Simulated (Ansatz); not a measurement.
**A computed series for hypothetical P6_3/mmc SnSe2: pressure series**

Base system: SnSe2 in the 2H-MoS2 type structure (space group P6_3/mmc, No. 194; a hypothetical phase, not in the database extracts checked; layered, stacked along the Cartesian z axis).

```
SnSe2
1.0
    3.83321     0.00000     0.00000
   -1.91661     3.31966     0.00000
    0.00000     0.00000    11.50508
Sn Se
2 4
Cartesian
  0.00000   2.21311   2.87627
  1.91661   1.10655   8.62881
  0.00000   2.21311   6.89081
  1.91661   1.10655   1.13827
  1.91661   1.10655   4.61427
  0.00000   2.21311  10.36682
```

Cell and atoms are relaxed at each pressure.

Levels (all Ansatz, a first-principles code, PAW, earlier PAW set): PBE-D3(BJ) (420 eV, spin-orbit coupling left out); PBEsol-D3(BJ) (420 eV, spin-orbit coupling left out).

The base cell above is that of PBE-D3(BJ); each level relaxes its own structures.

| case | lattice parameter a, PBE-D3(BJ) | lattice parameter a, PBEsol-D3(BJ) |
|---|---|---|
| pressure 0.3 GPa | 382.6 pm | 376.3 pm |
| pressure 0.7 GPa | 381.6 pm | 375.5 pm |
| pressure 1.5 GPa | 379.8 pm | 373.9 pm |
| pressure 3 GPa | 376.7 pm | 371.0 pm |
| pressure 5 GPa | 373.0 pm | 367.6 pm |
| pressure 7.5 GPa | 368.7 pm | 363.7 pm |
| pressure 10 GPa | 364.9 pm | 360.1 pm |

PBE-D3(BJ) lies above PBEsol-D3(BJ) in every row, by 4.8 pm to 6.3 pm. They put the cases in the same order.

Load acts through the strain it causes; cell and atoms are relaxed under it. Stability against distortions was not tested. Competing high-pressure phases were not computed. All final runs are without spin polarisation.
